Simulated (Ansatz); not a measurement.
# LuAlO3: pressure series

Consider LuAlO3 (space group P6_3/mmc, No. 194; a = 3.3661 Å, c = 11.4733 Å; a cell from a computed database, its experimental status unchecked).

Cell and atoms are relaxed at each pressure.

Method: PBEsol/PAW in Ansatz (an electronic-structure program), no SOC.

```
P (GPa)  V (Å³/atom)
-------  -----------
-2.00         11.378
-1.00         11.317
0.30          11.241
0.69          11.217
1.50          11.172
3.00          11.089
5.00          10.983
7.50          10.858
10.00         10.739
```

A third-order Birch–Murnaghan fit to these points gives V₀ = 11.26 Å³/atom, B₀ = 192 GPa and B₀′ = 4.1. At pressure 10 GPa the volume is 95.4 % of V₀.

Between the base and pressure 10 GPa the gap moves from 3.41 eV to 3.67 eV, a mean slope of 26 meV/GPa.

Load acts through the strain it causes; cell and atoms are relaxed under it. Stability against distortions was not tested. Competing high-pressure phases were not computed.
